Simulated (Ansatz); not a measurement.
ZnS (P3m1, No. 156, 32 atoms in the cell; start mp-556950; a measured phase of this formula has another space group), treated with r²SCAN+rVV10 (Ansatz, a first-principles code, plane waves, PAW).

Numerical settings: plane-wave cutoff 560 eV, 12×12×1 k mesh (along the axes of the cell as run), Fermi–Dirac smearing 0.01 eV, scalar-relativistic PAW data made under PBE.

Cell (relaxed at this level):

Space group P3m1 (No. 156); a = 3.795 Å, b = 3.795 Å, c = 49.642 Å, α = 90.00°, β = 90.00°, γ = 120.00°

```
atom  site  symmetry       x       y       z
----  ----  --------  ------  ------  ------
Zn      1b       3m.  0.3333  0.6667  0.6250
Zn      1c       3m.  0.6667  0.3333  0.1250
Zn      1a       3m.  0.0000  0.0000  0.4375
Zn      1b       3m.  0.3333  0.6667  0.0626
Zn      1c       3m.  0.6667  0.3333  0.5000
Zn      1b       3m.  0.3333  0.6667  0.2499
Zn      1c       3m.  0.6667  0.3333  0.3125
Zn      1a       3m.  0.0000  0.0000  0.8126
Zn      1c       3m.  0.6667  0.3333  0.6876
Zn      1a       3m.  0.0000  0.0000  0.1875
Zn      1b       3m.  0.3333  0.6667  0.3750
Zn      1b       3m.  0.3333  0.6667  0.9375
Zn      1a       3m.  0.0000  0.0000  0.5626
Zn      1c       3m.  0.6667  0.3333  0.8750
Zn      1b       3m.  0.3333  0.6667  0.7501
Zn      1a       3m.  0.0000  0.0000  0.0000
S       1a       3m.  0.0000  0.0000  0.2343
S       1b       3m.  0.3333  0.6667  0.2967
S       1c       3m.  0.6667  0.3333  0.3594
S       1c       3m.  0.6667  0.3333  0.5469
S       1b       3m.  0.3333  0.6667  0.1094
S       1c       3m.  0.6667  0.3333  0.7345
S       1b       3m.  0.3333  0.6667  0.9843
S       1c       3m.  0.6667  0.3333  0.9218
S       1a       3m.  0.0000  0.0000  0.8594
S       1b       3m.  0.3333  0.6667  0.6718
S       1a       3m.  0.0000  0.0000  0.4843
S       1b       3m.  0.3333  0.6667  0.7969
S       1a       3m.  0.0000  0.0000  0.6094
S       1a       3m.  0.0000  0.0000  0.0469
S       1c       3m.  0.6667  0.3333  0.1718
S       1b       3m.  0.3333  0.6667  0.4218
```

Estimate the band gap that the calculation returns.


band gap: 2.72 eV (direct)

Static lattice: no zero-point or thermal effects.

The result took very roughly 11 core-minutes.

A start named mp-… is a Materials Project structure, which need not be a measured phase.
